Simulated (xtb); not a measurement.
xtb 6.7.1, GFN1-xTB: Ta(Cl)(SH)4 ([SH][Ta]([SH])([SH])([SH])[Cl]), 10 atoms. The geometry is a generated start, not checked to be a minimum at this level.

```
Property                                                                                                       Result
------------------------  -------------------------------------------------------------------------------------------
method                                                                                                       GFN1-xTB
--acc                                                                                                     1 (default)
--etemp (K)                                                                                             300 (default)
detailed input (--input)  none: ANC optimiser, Lindh (1995) Hessian, microcycle=20, maxdispl=1.0, hlow=0.01 (default)
basis functions                                                                                                    68
valence electrons                                                                                                  40
```

```xyz
10

Ta     0.1983     0.0449     0.2077
Cl     0.6790     0.4827     2.3411
S     -2.1746    -0.3028    -0.2087
H     -2.5108     0.8614    -0.7452
S      0.6628    -2.3657     0.4233
H      0.3737    -2.5228     1.7041
S      1.1940    -0.1498    -2.0014
H      1.0559    -1.4458    -2.2377
S      0.2041     2.4515    -0.3534
H      0.3176     2.9464     0.8701
```

Charge 0 and multiplicity 1 are set for this test and not shown to be the ground state.

The structure is relaxed from this start with --opt LEVEL for the levels crude, sloppy, loose, lax, normal, tight, vtight, extreme, once each. Up to the end of the extreme run atoms move by at most 0.47 Å along an axis.

Choose the cheapest level whose final energy lies within 1 meV of that of extreme.

normal: 40 cycles against 59, ending 0.45 meV above.

```tsv
level	cycles	energy above the extreme run (meV)	gradient norm (eV/Å)
crude	14	36	0.32
sloppy	18	28	0.14
loose	29	5.3	0.13
lax	33	1.3	0.10
normal	40	0.45	0.041
tight	55	under 0.01	0.020
vtight	58	under 0.01	0.014
extreme	59	—	0.013
```
